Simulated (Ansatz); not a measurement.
Worked example: self-consistent single point of CaPt2 (R3m, 6 atoms in the cell) in Ansatz (a first-principles code).

Method: PBEsol, harder PAW files (source: ansatz) made with PBE (plane waves; Ansatz).

The change in words: lattice scaled by 0.98; basis.ecutwfc: 420 eV → 570 eV; hamiltonian.pseudopotentials: {kind: paw} (the program's default PAW files) → {kind: paw, source: ansatz}. Reference geometry:
```yaml
crystal:
  lattice:
    - [0.00000, 3.81133, 3.81133]
    - [3.81133, 0.00000, 3.81133]
    - [3.81133, 3.81133, 0.00000]
  atoms:
    - { symbol: Ca, position: [0.00379, 0.00379, 0.00379] }
    - { symbol: Ca, position: [0.25000, 0.25000, 0.25000] }
    - { symbol: Pt, position: [0.12500, 0.62500, 0.62500] }
    - { symbol: Pt, position: [0.62500, 0.62500, 0.12500] }
    - { symbol: Pt, position: [0.62500, 0.12500, 0.62500] }
    - { symbol: Pt, position: [0.62500, 0.62500, 0.62500] }
```

Reference input (self-consistent single point, DFT, PBEsol, plane waves, default PAW files made with PBE): basis.ecutwfc = 420 eV; kpoints.mp_grid.grid = 5 5 5; hamiltonian.xc = pbesol; hamiltonian.pseudopotentials = {kind: paw} (the program's default PAW files); scf.occupations.method = gaussian; scf.occupations.width = 0.1 eV. This run's input differs from it in these lines:

Ansatz 0.2 input:
```diff
@@ -2,5 +2,5 @@
   lattice:
-    - [0.00000000, 3.81133300, 3.81133300]
-    - [3.81133300, 0.00000000, 3.81133300]
-    - [3.81133300, 3.81133300, 0.00000000]
+    - [0.00000000, 3.73510600, 3.73510600]
+    - [3.73510600, 0.00000000, 3.73510600]
+    - [3.73510600, 3.73510600, 0.00000000]
   atoms:
@@ -13,3 +13,3 @@
 basis:
-  ecutwfc: 420.0
+  ecutwfc: 570.0
 kpoints:
@@ -21,2 +21,3 @@
     kind: paw
+    source: ansatz
 scf:
```

Output (repeated stretches shortened):

```
SCF iter   1: F=—  HF=-53266.417608 eV  |F-HF|=—  |Δ(HF+E_count)|=         —  Δρ=3.45e-1  dr2=2.92e2  ethr=3.10e-3  ⟨swp⟩=10.8  Hψ=5115  notcnv=0
all-band conjugate gradients solve this SCF's bands
preconditioner: auto → Kerker (q_TF=auto, 2.672 Å⁻¹)
SCF iter   2: F=—  HF=-53241.566518 eV  |F-HF|=—  |Δ(HF+E_count)|=    2.49e1  Δρ=7.32e-2  dr2=6.03e0  ethr=3.10e-3  ⟨swp⟩=4.1  Hψ=2376  notcnv=0  defer=49
   [... lines left out ...]
SCF iter   7: F=—  HF=-53241.089797 eV  |F-HF|=—  |Δ(HF+E_count)|=   1.04e-4  Δρ=2.50e-4  dr2=1.93e-4  ethr=6.81e-7  ⟨swp⟩=1.3  Hψ=1020  notcnv=0  defer=50
SCF iter   8: F=—  HF=-53241.089759 eV  |F-HF|=—  |Δ(HF+E_count)|=   3.84e-5  Δρ=1.05e-4  dr2=3.20e-5  ethr=2.10e-7  ⟨swp⟩=2.0  Hψ=1177  notcnv=0  defer=50
SCF iter   9: F=—  HF=-53241.090058 eV  |F-HF|=—  |Δ(HF+E_count)|=   2.99e-4  Δρ=2.65e-5  dr2=2.06e-6  ethr=3.48e-8  ⟨swp⟩=2.1  Hψ=1347  notcnv=0  defer=50
SCF iter  10: F=-53241.090058 eV  HF=-53241.090058 eV  |F-HF|=1.93e-9  |Δ(HF+E_count)|=   4.92e-7  Δρ=1.86e-6  dr2=4.10e-9  ethr=1.09e-10  ⟨swp⟩=11.5  Hψ=5629  notcnv=0
SCF 1 converged in 10 iterations: F = -53241.090058 eV  dr2 = 4.10e-9
Free energy (F): -53241.090058 eV
Internal energy: -53241.066431 eV  (E = F + TS)
E sigma→0 (E₀):  -53241.078244 eV
Entropy (-TS):   -0.023627 eV (-3.938 meV/atom)
Fermi energy:    17.991465 eV
--- Forces (eV/Å), atoms counted from 1 ---
  atom   1  Ca    -0.15824366    -0.15824366    -0.15824366
  atom   2  Ca     0.05757444     0.05757444     0.05757444
  atom   3  Pt     0.05072062     0.02564025     0.02564025
  atom   4  Pt     0.02564025     0.02564025     0.05072062
  atom   5  Pt     0.02564025     0.05072062     0.02564025
  atom   6  Pt    -0.00132997    -0.00132997    -0.00132997
--- Stress (GPa, compression-positive) ---
        9.361550       0.069573       0.069573
        0.069573       9.361550       0.069573
        0.069573       0.069573       9.361550
  P = ⅓ Tr σ = 9.3615 GPa (93.615 kbar)
  The stress holds the Pulay correction. Without it, at fixed plane waves, as pw.x and ABINIT print it: P = 9.3511 GPa
```

The run converged in 10 iterations. Against the reference run the pressure goes from -1.06 to 9.36 GPa and the largest force goes from 0.227 to 0.274 eV/Å.

The starting cell comes from a database of computed structures (which also holds hypothetical and non-ambient phases and stackings), without a prior relaxation at this level. Its lattice was rescaled by up to half a per cent. One atom was moved a little off its site on purpose. For this run, on top of that: lattice scaled by 0.98. Spin polarisation is off. Ansatz's pressure includes its estimate of the finite-basis (Pulay) stress.
